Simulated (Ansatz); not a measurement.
Consider IrO2 in the rutile structure (space group P4_2/mnm, No. 136; a = 4.5293 Å, c = 3.1798 Å).

Perturbation: cell and atoms relaxed at a pressure of 45 GPa.

Levels (all Ansatz, an electronic-structure program, PAW): PBE (420 eV, scalar-relativistic without spin-orbit coupling); PBE+SOC (420 eV, with spin-orbit coupling).

The geometry is relaxed with PBE.

```
Property         Value
------------  --------
PBE pressure  45.0 GPa
```

Problem. Predict the pressure from PBE+SOC.

Solution. The pressure grows by 1.4 GPa (45.0 GPa → 46.4 GPa).

Single points use the geometry relaxed with PBE. Differences between runs with and without spin-orbit coupling are approximate. Load acts through the strain it causes; cell and atoms are relaxed under it. Stability against distortions was not tested. No other phases were tried under pressure. No Hubbard U is applied, and correlation can decide whether such a compound is a metal. The runs without spin-orbit coupling are not spin-polarised.
